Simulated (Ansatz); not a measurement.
We consider HgTe (P3₁21, No. 152, 6 atoms in the cell; start mp-358; a measured phase of this formula has another space group), described by PBE0 in Ansatz (plane waves, PAW).

Settings: plane-wave cutoff 460 eV, 6×6×2 k mesh (along the axes of the cell as run), Fermi–Dirac smearing 0.01 eV, scalar-relativistic PAW data made under PBE.

Cell (relaxed with PBEsol):

```
HgTe
1.0
    4.51339     0.00000     0.00000
   -2.25670     3.90871     0.00000
    0.00000     0.00000    10.15487
Hg Te
3 3
Direct
  0.35638   0.35638   0.00000
  0.64362   0.00000   0.33333
  0.00000   0.64362   0.66667
  0.45890   0.45890   0.50000
  0.54110   0.00000   0.83333
  0.00000   0.54110   0.16667
```

Question: What does this level give for the band gap and smallest direct gap on the k points sampled?

Answer: 
band gap: 1.34 eV (on the SCF k mesh)
smallest direct gap on the k points sampled: 1.59 eV

Note: cell and atoms aren't relaxed at this level (largest force component 0.17 eV/Å, pressure 1.7 GPa).

Spin–orbit coupling is not included; with these elements it can move the gap by several tenths of an eV or more.

Computing time: very roughly 3 core-minutes.

A start named mp-… is a Materials Project structure, which need not be a measured phase.

Ansatz is a quantum-chemistry and plane-wave program.
